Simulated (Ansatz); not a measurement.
Base system: Ni$_{2}$Si (space group Pnma, No. 62; a = 5.020 Å, b = 3.731 Å, c = 7.077 Å; non-magnetic).

(Cell as relaxed with PBE.)

Levels (all Ansatz, an electronic-structure program, PAW): PBE (420 eV, no spin-orbit coupling); r2SCAN (500 eV, spin-orbit coupling left out).

Each level relaxes its own structure.

```
base                  PBE    r2SCAN
---------------  --------  --------
volume per atom  11.05 Å³  10.66 Å³
band gap             zero      zero
```

It is then changed as follows: every Ni is replaced by Co; the structure is relaxed again.

```
quantity                                 PBE  r2SCAN
-----------------------------  -------------  ------
largest site moment                  0.43 μB       ?
shortest interatomic distance        2.291 Å       ?
magnetic state                 ferromagnetic       ?
band gap                                zero       ?
```

Question: Given the PBE results, estimate those of r2SCAN.

Answer: 
- largest site moment, r2SCAN: 1.07 μB
- shortest interatomic distance, r2SCAN: 2.272 Å
- magnetic state, r2SCAN: ferromagnetic
- band gap, r2SCAN: zero

PBE's largest site moment lies 0.648 μB below r2SCAN's; PBE's shortest interatomic distance lies 0.019 Å above r2SCAN's (0.8 %); the two agree on the magnetic state and band gap. Neither level is exact; r2SCAN is the comparison here, not a measurement.

The magnetic state is the one reached from the starting moments; the real material's order can differ, and small cells can't hold many antiferromagnetic ones. No phonon test of stability was made. Starting moments died away, wholly or in part, for the base; another magnetic solution may exist. Spin-polarised in the final run: PBE Co2Si and r2SCAN Co2Si; the other runs are not.
